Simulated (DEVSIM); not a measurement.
System: abrupt Si p-n junction, at 300 K.

| layer (left to right) | material | thickness (μm) | Nd (cm⁻³) | Na (cm⁻³) | τn (s) | τp (s) |
|---|---|---|---|---|---|---|
| 1 | Si | 0.720 | - | 1.5e16 | 1.8e-7 | 1.8e-7 |
| 2 | Si | 8.20 | 1.5e15 | - | 1.8e-7 | 1.8e-7 |

Left contact: ohmic. Right contact: ohmic. Voltage is applied to the left contact. Recombination: SRH at mid-gap, radiative. Mobility is μmin + (μ − μmin)/(1 + (N/Nref)^α).

This is a model device: material constants are rounded textbook-type values typed into the input, and sizes, dopings and lifetimes were drawn at random. Values at 300 K.

| parameter | Si |
|---|---|
| gap (eV) | 1.124 |
| affinity (eV) | 4.05 |
| permittivity | 11.7 |
| Nc (cm⁻³) | 2.86e19 |
| Nv (cm⁻³) | 3.1e19 |
| μn (cm²/Vs) | 1417 |
| μp (cm²/Vs) | 470 |
| μn,min | 52 |
| μp,min | 45 |
| Nref,n | 9.7e16 |
| Nref,p | 2.2e17 |
| αn | 0.68 |
| αp | 0.72 |
| B (cm³/s) | 4.7e-15 |

Simulated with DEVSIM: 1D drift-diffusion, Boltzmann statistics, complete ionisation; no tunnelling, impact ionisation, image-force lowering or self-heating.

The thickness of layer 1 was swept, all else fixed.

```
thickness of layer 1 (μm)  dark forward voltage at 100 A/cm² (V)  dark forward voltage at 1 A/cm² (V)
-------------------------  -------------------------------------  -----------------------------------
0.14                                                       0.763                                0.507
0.25                                                       0.758                                0.523
0.43                                                       0.754                                0.536
0.72                                                       0.752                                0.546
1.2                                                        0.753                                0.555
2.2                                                        0.756                                0.564
3.6                                                        0.762                                    …
```

Some entries are withheld; supply them.


- 3.6, dark forward voltage at 1 A/cm² (V): 0.570
